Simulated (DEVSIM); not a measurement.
Device: GaP/Si p-n heterojunction, at 300 K.

Layer 1 from the left is GaP, thickness (μm) 0.340, Na (cm⁻³) 3.8e16, τn (s) 2.3e-6, τp (s) 2.3e-6. Layer 2 from the left is Si, thickness (μm) 0.990, Nd (cm⁻³) 9.7e17, τn (s) 2.3e-6, τp (s) 2.3e-6.

Left contact: ohmic. Right contact: ohmic. Voltage is applied to the left contact. Recombination: SRH at mid-gap, radiative, Auger. Mobility is μmin + (μ − μmin)/(1 + (N/Nref)^α).

Constants are typed, rounded textbook-type inputs, not results; the design itself was drawn at random and stands for no fabricated device. Values at 300 K.

GaP: gap (eV) 2.26, affinity (eV) 3.8, permittivity 11.1, Nc (cm⁻³) 1.8e19, Nv (cm⁻³) 1.9e19, μn (cm²/Vs) 250, μp (cm²/Vs) 150, μn,min 10, μp,min 10, Nref,n 4.4e18, Nref,p 1e18, αn 0.8, αp 0.85, B (cm³/s) 1e-13, Cn (cm⁶/s) 1e-30, Cp (cm⁶/s) 1e-30. Si: gap (eV) 1.124, affinity (eV) 4.05, permittivity 11.7, Nc (cm⁻³) 2.86e19, Nv (cm⁻³) 3.1e19, μn (cm²/Vs) 1417, μp (cm²/Vs) 470, μn,min 52, μp,min 45, Nref,n 9.7e16, Nref,p 2.2e17, αn 0.68, αp 0.72, B (cm³/s) 4.7e-15, Cn (cm⁶/s) 2.8e-31, Cp (cm⁶/s) 9.9e-32.

Simulated with DEVSIM: 1D drift-diffusion, Boltzmann statistics, complete ionisation; no tunnelling, impact ionisation, image-force lowering or self-heating. Band offsets follow the typed affinities; no thermionic-emission limit at abrupt steps, no polarisation charge.

What does the simulation give for the potential step across the device at zero bias, the dark forward voltage at 1 A/cm²?

potential step across the device at zero bias 1.762 V; dark forward voltage at 1 A/cm² 1.459 V.
